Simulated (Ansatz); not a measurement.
Seebeck coefficient (μV/K, mean over directions) of n-type BeS (F-43m) against carrier density, HSE06, rigid bands in Ansatz (a quantum-chemistry and plane-wave program). Computed gap 4.04 eV; densities at which minority carriers matter at this gap, or further valleys turn the trend, are left out. Conductivity mass 0.36 mₑ (harmonic mean over directions), N_c = 1.8e19 cm⁻³ at 300 K.

| electron density | 300 K | 500 K |
|---|---|---|
| 1e16 cm⁻³ | -863 | -929 |
| 1e17 cm⁻³ | -664 | -731 |
| 1e18 cm⁻³ | -466 | ? |
| 3e18 cm⁻³ | -372 | -438 |
| 1e19 cm⁻³ | -272 | -336 |
| 3e19 cm⁻³ | ? | -245 |
| 1e20 cm⁻³ | -104 | -154 |
| 3e20 cm⁻³ | -54 | -87 |
| 1e21 cm⁻³ | -26 | -43 |

Task: Some entries are withheld; supply them.

Result: 
- 1e18 cm⁻³, 500 K: -533
- 3e19 cm⁻³, 300 K: -185

Rigid bands with a gap fixed in temperature, one relaxation time for all states, no polarons or phonon drag, and whether or not such doping can be reached. Spin-orbit coupling is left out. Geometry: cell and atoms relaxed with PBEsol.
